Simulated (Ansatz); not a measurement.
System: fluorite PtAl2. Method: PBE0-D3(BJ) (plane waves, PAW; Ansatz, an electronic-structure program).

The input as run:

Ansatz 0.2 input:
```yaml
crystal:
  lattice:
    - [0.0, 2.867531336, 2.867531336]
    - [2.867531336, 0.0, 2.867531336]
    - [2.867531336, 2.867531336, 0.0]
  atoms:
    - { symbol: Al, position: [0.25, 0.25, 0.25] }
    - { symbol: Al, position: [0.75, 0.75, 0.75] }
    - { symbol: Pt, position: [0.0, 0.0, 0.0] }
basis:
  ecutwfc: 460
  ecutrho_ratio: 4
  xc_grid: 2
kpoints:
  mp_grid: { grid: [8, 8, 8] }
hamiltonian:
  xc: pbe0
  dispersion: d3bj
  pseudopotentials: { kind: paw }
scf:
  occupations: { method: fermi_dirac, width: 0.05 }
  convergence: { dr2_threshold: 0.0000000003 }
output:
  forces: true
  stress: true
  eigenvalues: true
```

From the output:

```
WARN output.stress: scf.exx.energy_threshold = 1e-6 eV is looser than the 3e-8 eV advised for a stress under a hybrid functional (1e-8 eV for each atom of the …
Crystal: 3 atoms, lattice volume = 47.158 Å³
Basis set: ecut = 460 eV, 1067 PW (Γ), exchange–correlation on 60×60×60 points (8 copies of the dense FFT grid, shifted against one another)
Bands: 16, of which v1, the nominal top of the filled ones, is band 12 counted from 1 (11 counted from 0)
Symmetry: 48 space group operations
Space group: Fm-3m (ITA 225), of the structure as read, at distance tolerance 3.6e-5 Å
k-points: 29 of 512
Functional: x = pbe(κ = 0.804, μ = 0.2195149727645171), c = pbe(β = 0.06672455060314922), warm-up for x = 0.75 pbe(κ = 0.804, μ = 0.2195149727645171) + 0.25 exact, c = pbe(β = 0.06672455060314922)
SCF iter   1: F=—  HF=-13601.942554 eV  |F-HF|=—  |Δ(HF+E_count)|=         —  Δρ=5.48e-3  dr2=2.06e-2
SCF iter   2: F=—  HF=-13601.938834 eV  |F-HF|=—  |Δ(HF+E_count)|=   3.72e-3  Δρ=1.21e-3  dr2=8.15e-4
  ...
SCF 1 converged in 8 iterations: F = -13601.938579 eV  dr2 = 5.48e-11
Crystal: 3 atoms, lattice volume = 47.158 Å³
Initial density: handed on by an earlier stage of this run
Functional: x = 0.75 pbe(κ = 0.804, μ = 0.2195149727645171) + 0.25 exact, c = pbe(β = 0.06672455060314922)
SCF 2 converged in 7 iterations: F = -13602.647186 eV  dr2 = 8.17e-11
Crystal: 3 atoms, lattice volume = 47.158 Å³
Crystal: 3 atoms, lattice volume = 47.158 Å³
SCF iter   5: F=—  HF=-13602.654048 eV  |F-HF|=—  |Δ(HF+E_count)|=   1.31e-7  Δρ=2.02e-6  dr2=7.20e-10
SCF iter   6: F=-13602.654048 eV  HF=-13602.654048 eV  |F-HF|=0.00e0  |Δ(HF+E_count)|=  1.36e-10  Δρ=1.67e-7  dr2=2.71e-10
SCF 4 converged in 6 iterations: F = -13602.654048 eV  dr2 = 2.71e-10
Free energy (F): -13602.654048 eV
Internal energy: -13602.652785 eV  (E = F + TS)
E sigma→0 (E₀):  -13602.653417 eV
Fermi energy:    12.579681 eV
--- Forces (eV/Å), atoms counted from 1 ---
  atom   1  Al    -0.00000000    -0.00000000     0.00000000
  atom   2  Al    -0.00000000    -0.00000000     0.00000000
  atom   3  Pt    -0.00000000     0.00000000     0.00000000
--- Stress (GPa, compression-positive) ---
        9.408291       0.000000       0.000000
        0.000000       9.408291       0.000000
        0.000000       0.000000       9.408291
  P = ⅓ Tr σ = 9.4083 GPa (94.083 kbar)
```

The cell is one volume of an energy–volume scan, off the minimum.

The PAW data were made under PBE.

Note: the run warned that the count of filled bands differs between k points.
